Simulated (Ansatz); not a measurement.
L1₀ (CuAu-type) TiAl, treated with r²SCAN (Ansatz, a first-principles code, plane waves, PAW).

Settings: plane-wave cutoff 600 eV, 22×22×16 k mesh (along the axes of the cell as run), Fermi–Dirac smearing 0.042 eV (set by the program), no spin polarisation, scalar-relativistic PAW data made under PBE.

Cell (relaxed at this level):

AlTi has the tetragonal space group P4/mmm (No. 123), Pearson symbol tP2. Cell: a = b = 2.8118 Å, c = 4.0624 Å, α = β = γ = 90.00°. Ti on 1a sees 4 Ti at 2.812 Å and 8 Al at 2.842 Å (cuboctahedral). Al on 1d has 4 Al at 2.812 Å and 8 Ti at 2.842 Å (cuboctahedral). (Neighbours: up to the widest gap in distance over summed covalent radii, below 1.35, at either atom.)

Task: Predict the polycrystal shear modulus (Hill average), Young modulus, elastic constant C13, Poisson ratio, elastic constant C33 and elastic constant C44.

Result: 
- polycrystal shear modulus (Hill average) = 78.0 GPa
- Young modulus = 193 GPa
- elastic constant C13 = 87.3 GPa
- Poisson ratio = 0.235
- elastic constant C33 = 185 GPa
- elastic constant C44 = 124 GPa

Measured, for comparison: elastic constant C13 75 GPa, elastic constant C33 183 GPa, elastic constant C44 109 GPa (0 K, extrapolated to 0 K, Ti-56 at.% Al crystal; axes of the face-centred tetragonal cell; as tabulated in Qi et al. (2023), arXiv:2305.11825). Computed (rounded) less measured: elastic constant C13 +16 %, elastic constant C33 +1 %, elastic constant C44 +14 %.

Elastic constants are with the ions relaxed.

The computed numbers hold no vibrational or temperature effects.
